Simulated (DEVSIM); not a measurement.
## illuminated Si n-on-p cell, one wavelength

System: illuminated Si n-on-p cell, one wavelength, at 300 K.

| layer (left to right) | material | thickness (μm) | Nd (cm⁻³) | Na (cm⁻³) | τn (s) | τp (s) | absorption coefficient (cm⁻¹) |
|---|---|---|---|---|---|---|---|
| 1 | Si | 0.0610 | 1.1e18 | - | 1e-5 | 2.7e-6 | 1600 |
| 2 | Si | 250 | - | 4.4e15 | 0.00014 | 0.00014 | 1600 |

Left contact: ohmic, minority hole recombination velocity 300 cm/s. Right contact: ohmic, minority electron recombination velocity 4e6 cm/s. Voltage is applied to the left contact. Recombination: SRH at mid-gap, radiative. Light enters at the left, 1.1e17 photons cm⁻² s⁻¹, one pass, no reflection. Mobility is μmin + (μ − μmin)/(1 + (N/Nref)^α).

The device is made up for the run: typed textbook-type constants, with dimensions and the other settings drawn at random. Values at 300 K.

| parameter | Si |
|---|---|
| gap (eV) | 1.124 |
| affinity (eV) | 4.05 |
| permittivity | 11.7 |
| Nc (cm⁻³) | 2.86e19 |
| Nv (cm⁻³) | 3.1e19 |
| μn (cm²/Vs) | 1417 |
| μp (cm²/Vs) | 470 |
| μn,min | 52 |
| μp,min | 45 |
| Nref,n | 9.7e16 |
| Nref,p | 2.2e17 |
| αn | 0.68 |
| αp | 0.72 |
| B (cm³/s) | 4.7e-15 |

DEVSIM, 1D drift-diffusion, Boltzmann statistics, complete ionisation; no tunnelling, impact ionisation, image-force lowering or self-heating.

```
Item                                                       Value
---------------------------------------------------  -----------
Potential step across the device at zero bias            0.811 V
Largest field in the device at zero bias              63000 V/cm
Dark forward voltage at 1 A/cm²                          0.681 V
Dark forward voltage at 100 A/cm²                        0.892 V
Short-circuit current                                17.2 mA/cm²
Open-circuit voltage                                     0.563 V
Fill factor                                                 0.82
Largest power                                        7.93 mW/cm²
Share of generated pairs collected at short circuit        0.977
```

Small-signal capacitance in reverse bias (quasi-static):

```
V (V)  C (nF/cm²)
-----  ----------
0.04         22.0
0.1          21.2
0.2          20.0
0.3          18.9
0.4          18.0
0.6          16.6
0.8          15.4
1            14.5
1.3          13.4
1.6          12.5
2            11.5
```

Dark reverse current:

| V (V) | J (A/cm²) |
|---|---|
| 0.04 | 2.4e-11 |
| 0.10 | 4.4e-11 |
| 0.20 | 6.9e-11 |
| 0.30 | 9.1e-11 |
| 0.40 | 1.1e-10 |
| 0.60 | 1.5e-10 |
| 0.80 | 1.8e-10 |
| 1.00 | 2.1e-10 |
| 1.30 | 2.5e-10 |
| 1.60 | 2.9e-10 |
| 2.00 | 3.4e-10 |
